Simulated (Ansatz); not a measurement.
We consider BeS (model structure, started from the CdTe type, P6₄22, No. 181, 6 atoms in the cell), described by G0W0@PBEsol (plane waves, hard PAW, contour deformation; Ansatz, a first-principles code).

The cell is the one relaxed with PBEsol. Conventional cell: a = 3.4242 Å, b = 3.4242 Å, c = 7.7415 Å, α = 90.00°, β = 90.00°, γ = 120.00°.

The quasiparticle gap at Γ at a fixed k mesh 3×3×2:

```tsv
response cutoff	value (eV)
150 eV, 602 empty bands	5.071
200 eV, 928 empty bands	5.113
250 eV, 1296 empty bands	5.135
300 eV, 1704 empty bands	5.149
```

**Question.** Taking the value to converge with the response cutoff E as E^(−3/2), extrapolate from the last two rows.

**Answer.** With y = y∞ + c/w and weights w = 3953 and 5196 for the last two rows, y∞ = (w2 y2 − w1 y1)/(w2 − w1) = (5196 × 5.149 − 3953 × 5.135)/1243 = 5.194 eV, which lies 0.045 beyond the last row. Successive pairs of rows give 5.191, 5.190, 5.194. The limit also hangs on the law assumed, so its last digits aren't firm.

The other settings are not extrapolated, so this is the limit in one setting alone.

At the last cutoff the smallest gap on this mesh is 4.29 eV, with an edge away from Γ.

A model structure was made by putting elements into a prototype or built by hand; it is no filed structure, need not be a known phase, and can be a saddle point held by its symmetry.
